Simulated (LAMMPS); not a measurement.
Molecular dynamics of a melt of ZnSe (zinc blende) with 50 % of Se sites S, 1728 atoms, cooled from 2660 K to 300 K at 1e+13 K/s, at zero pressure.

Level of theory: classical MD, pair style sw, file CdTeZnSeHgS0.sw; code LAMMPS.

**Question.** Give number structure factor against q (1/Å) as the simulation yields it.

**Answer.** State found: glass.
```tsv
q (1/Å)	number structure factor
0.6800	0.040
0.8800	0.054
1.080	0.074
1.280	0.113
1.480	0.312
1.680	0.722
1.880	1.09
2.080	1.14
2.280	0.894
2.480	0.646
2.680	0.623
2.880	0.881
3.080	1.31
3.280	1.64
3.480	1.63
3.680	1.30
3.880	0.923
4.080	0.688
4.280	0.605
4.480	0.625
4.680	0.734
4.880	0.904
5.080	1.08
5.280	1.21
5.480	1.24
5.680	1.19
5.880	1.10
6.080	1.03
6.280	0.994
6.480	0.976
6.680	0.948
6.880	0.905
7.080	0.874
7.280	0.878
7.480	0.918
7.680	0.980
7.880	1.05
8.080	1.10
8.280	1.13
8.480	1.12
8.680	1.08
8.880	1.01
9.080	0.956
9.280	0.917
9.480	0.903
9.680	0.911
9.880	0.938
10.08	0.976
10.28	1.02
10.48	1.05
10.68	1.07
10.88	1.07
11.08	1.06
11.28	1.03
11.48	0.999
11.68	0.974
11.88	0.956
```
